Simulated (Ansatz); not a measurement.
The starting structures come from a database of crystals and need not be the phases stable at ambient conditions.

 Where the default PAW files enter, the runs use the earlier of Ansatz's two default sets.

By PBEsol, the system below comes out a metal.

The ballistic (Sharvin) conductance counts the channels at the Fermi level: G/A = (e²/h) × channels of both spins per area.

Consider the following.

```
CELL_PARAMETERS angstrom
      4.48085     0.00000     0.00000
     -2.24043     3.88053     0.00000
      2.24043     1.29351     0.91465
ATOMIC_POSITIONS crystal
  Pt 0.00000 0.00000 0.00000
```

Space group of this cell: Im-3m, bcc (W type). The cell is taken as given; by PBEsol its mean pressure is -11.0 GPa.

The current flows along the normal of the first two printed cell vectors, the (111) plane of the conventional cell. No spin-orbit coupling; the value is a mean over 0.1 eV about the Fermi level.

Estimate the ballistic conductance per area that PBEsol (Ansatz, an electronic-structure program) returns for this system.

1.7 × 10¹⁵ S/m² for both spins.
